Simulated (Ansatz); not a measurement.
Worked example: self-consistent single point of SnS2 (P6_3mc, 6 atoms in the cell) in Ansatz (a program for electronic structure)

Method of the run: LDA (PW92), default PAW files made with PBE (plane waves; Ansatz).

The input file:

Ansatz 0.2 input:
```yaml
crystal:
  lattice:
    - [3.664822, 0.000000, 0.000000]
    - [-1.832411, 3.173829, 0.000000]
    - [0.000000, 0.000000, 12.301933]
  atoms:
    - { symbol: Sn, position: [0.333333, 0.666667, 0.625010] }
    - { symbol: Sn, position: [0.666667, 0.333333, 0.125010] }
    - { symbol: S, position: [0.666667, 0.333333, 0.743400] }
    - { symbol: S, position: [0.333333, 0.666667, 0.243400] }
    - { symbol: S, position: [0.000000, 0.000000, 0.006590] }
    - { symbol: S, position: [0.000000, 0.000000, 0.506590] }
basis:
  ecutwfc: 30.9 Ry
kpoints:
  mp_grid: { grid: [8, 8, 2] }
hamiltonian:
  xc: lda
  pseudopotentials: { kind: paw }
scf:
  occupations: { method: fixed }
output:
  forces: true
  eigenvalues: true
  stress: true
```

Output (repeated stretches shortened):

```
WARN the atoms were moved onto the symmetric positions of the space group found under crystal.symmetry.tolerance 1.0e-5 (fractional …
WARN ansatz: RAYON_NUM_THREADS=1 ignored (pool sized by the plan → 1); use --threads N
Pseudopotentials: kind: paw
Pseudopotential: Sn, paw, valence charge 14
Pseudopotential: S, paw, valence charge 6
Crystal: 6 atoms, lattice volume = 143.090 Å³
Basis set: ecut = 420.4159175005146 eV, 2789 PW (Γ)
Bands: 32, of which v1, the nominal top of the filled ones, is band 26 counted from 1 (25 counted from 0)
Symmetry: 12 space group operations
Space group: P63mc (ITA 186), of the structure as read, at distance tolerance 5.2e-5 Å
k-points: 20 of 128
PAW frozen core: Sn, regenerated for the run's functional, and the local potential with it
PAW frozen core: S, regenerated for the run's functional, and the local potential with it
Initial density: superposition of atomic densities (neutral atoms: chi_scale 0, normalization atom), corrected by the library's trained network
Initial wavefunctions: pseudopotential atomic-orbital guess
Eigensolver: davidson
Functional: x = slater, c = lda
SCF iter   1: F=—  HF=-15239.553607 eV  |F-HF|=—  |Δ(HF+E_count)|=         —  Δρ=7.57e-3  dr2=8.29e-2  ethr=1.77e-3  ⟨swp⟩=5.0  Hψ=2491  notcnv=0  defer=80
all-band conjugate gradients solve this SCF's bands
preconditioner: auto → Resta (q_TF=auto, 2.305 Å⁻¹)
SCF iter   2: F=—  HF=-15239.531297 eV  |F-HF|=—  |Δ(HF+E_count)|=   2.23e-2  Δρ=3.28e-3  dr2=1.03e-2  ethr=1.59e-4  ⟨swp⟩=2.5  Hψ=963  notcnv=0  defer=80
SCF iter   3: F=—  HF=-15239.528369 eV  |F-HF|=—  |Δ(HF+E_count)|=   2.93e-3  Δρ=7.31e-4  dr2=6.56e-4  ethr=1.99e-5  ⟨swp⟩=2.0  Hψ=1162  notcnv=0  defer=80
SCF iter   4: F=—  HF=-15239.528267 eV  |F-HF|=—  |Δ(HF+E_count)|=   1.02e-4  Δρ=1.84e-4  dr2=5.94e-5  ethr=1.26e-6  ⟨swp⟩=3.0  Hψ=1217  notcnv=0  defer=80
SCF iter   5: F=—  HF=-15239.528262 eV  |F-HF|=—  |Δ(HF+E_count)|=   4.99e-6  Δρ=4.42e-5  dr2=3.93e-6  ethr=1.14e-7  ⟨swp⟩=2.4  Hψ=1144  notcnv=0  defer=69
SCF iter   6: F=—  HF=-15239.528264 eV  |F-HF|=—  |Δ(HF+E_count)|=   1.76e-6  Δρ=1.07e-5  dr2=2.09e-7  ethr=7.56e-9  ⟨swp⟩=2.4  Hψ=1015  notcnv=0  defer=69
SCF iter   7: F=-15239.528264 eV  HF=-15239.528264 eV  |F-HF|=4.88e-8  |Δ(HF+E_count)|=   3.18e-8  Δρ=4.55e-6  dr2=6.29e-8  ethr=1.92e-10  ⟨swp⟩=12.2  Hψ=3449  notcnv=0
SCF 1 converged in 7 iterations: F = -15239.528264 eV  dr2 = 6.29e-8
SCF converged after 7 iterations
Free energy (F): -15239.528264 eV
Harris-Foulkes:  -15239.528264 eV  (|F-HF|=4.88e-8)
Internal energy: -15239.528264 eV  (E = F + TS)
E sigma→0 (E₀):  -15239.528264 eV
Fermi energy:    5.492356 eV
--- Per-component energies (eV) ---
  E_band       = -283.465269
  E_kinetic    = 804.327480
  E_local      = -3508.652191  (includes V_loc(G=0)·N_el)
  E_nonlocal   = 66.479736
  E_hartree    = 1824.319694
  E_xc         = -1138.697325
  E_vxc        = -543.601853  (∫ρ·V_xc dr)
  E_paw        = -10276.761110  (= ΣΔE_a)
  E_vpaw       = -750.656698  (= ΣTr[D̂ρ^β])
  E_aug_tail   = 0.000005  (compensation charges beyond the density's cutoff)
  E_ewald      = -3012.007139
  E_core_change = 1.462587  (= ΣΔE_core)
  E_smearing   = -0.000000  (= −TS)
  E_closure    = -0.000000  (closes the sum)
  Σ components = -15239.528264   (vs F -15239.528264, Δ=0.00e0)
--- Forces (eV/Å), atoms counted from 1 ---
  atom   1  Sn     0.00000000     0.00000000     0.00106408
  atom   2  Sn    -0.00000000    -0.00000000     0.00106408
  atom   3  S      0.00000000     0.00000000     0.02381956
  atom   4  S      0.00000000    -0.00000000     0.02381956
  atom   5  S      0.00000000     0.00000000    -0.02498575
  atom   6  S      0.00000000    -0.00000000    -0.02498575
  max |Σ_I F_I| component: 2.04e-4 eV/Å
--- Stress (GPa, compression-positive) ---
       -1.887281       0.000000       0.000000
        0.000000      -1.887281       0.000000
       -0.000000      -0.000000      -1.056045
  P = ⅓ Tr σ = -1.6102 GPa (-16.102 kbar)
  The stress holds the Pulay correction. Without it, at fixed plane waves, as pw.x and ABINIT print it: P = -1.6538 GPa
--- Band table (eV; the first three rows and the last of 20) ---
  k-point 0: bands = ["-15.2581", "-15.2581", "-15.2581", "-15.2581", "-15.2103", "-15.2102", "-15.1844", "-15.1844", "-15.1844", "-15.1844", "-8.1442", "-8.0467", "-6.3397", "-6.1171", "0.1473", "0.8960", "3.8927", "4.8582", "4.8582", "4.9220", [...]
  k-point 1: bands = ["-15.2581", "-15.2581", "-15.2581", "-15.2581", "-15.2103", "-15.2103", "-15.1844", "-15.1844", "-15.1844", "-15.1844", "-8.0977", "-8.0977", "-6.2276", "-6.2276", "0.4813", "0.4813", "4.6055", "4.6055", "4.8872", "4.8872", [...]
  k-point 2: bands = ["-15.2682", "-15.2681", "-15.2494", "-15.2494", "-15.2035", "-15.2034", "-15.1900", "-15.1900", "-15.1834", "-15.1834", "-7.9690", "-7.8723", "-6.2092", "-5.9951", "0.1579", "0.7396", "3.6012", "3.8695", "4.0628", "4.4031", [...]
  k-point 19: bands = ["-15.3008", "-15.3008", "-15.2622", "-15.2622", "-15.1969", "-15.1969", "-15.1718", "-15.1718", "-15.1568", "-15.1568", "-5.8331", "-5.8331", "-5.5431", "-5.5431", "-1.6249", "-1.6249", "1.5340", "1.5340", "1.8880", "1.8880", [...]
```

The run converged in 7 iterations.

The starting cell comes from a database of computed structures (which also holds hypothetical and non-ambient phases and stackings), without a prior relaxation at this level. Its lattice was rescaled by up to half a per cent. Ansatz's pressure includes its estimate of the finite-basis (Pulay) stress.
